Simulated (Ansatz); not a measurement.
Results of LDA in Ansatz (PAW) for WIr (Pmma, No. 51, 4 atoms in the cell; start mp-30744).

Settings: plane-wave cutoff 520 eV, 12×20×12 k mesh (along the axes of the cell as run), Fermi–Dirac smearing 0.05 eV, no spin polarisation, scalar-relativistic PAW data made under PBE.

Cell (relaxed at this level):

IrW is modelled in the orthorhombic space group Pmma (No. 51), Pearson symbol oP4. Cell: a = 4.416 Å, b = 2.742 Å, c = 4.782 Å, α = 90.00°, β = 90.00°, γ = 90.00°. Ir on 2f sees 8 W at 2.698–2.772 Å and 4 Ir at 2.742–2.777 Å (anticuboctahedral). W on 2e is surrounded by 8 Ir at 2.698–2.772 Å and 4 W at 2.742–2.755 Å (anticuboctahedral). (Neighbours: up to the widest gap in distance over summed covalent radii, below 1.35, at either atom.)

**Question.** Estimate the bulk modulus that the calculation returns.

**Answer.** 
- bulk modulus = 378 GPa

Note: the run has no spin polarisation, so it can have missed a magnetic state; the bulk modulus is −V dP/dV from two relaxed cells at ±2 % in volume; the relaxation could not lower the start's symmetry, so the cell can be a saddle point above a distorted one.

Spin–orbit coupling is not included.

The computed numbers hold no vibrational or temperature effects.

Cost on a shared machine: roughly 9 core-minutes.

A start named mp-… is a Materials Project structure, which need not be a measured phase.

Ansatz is a first-principles code.
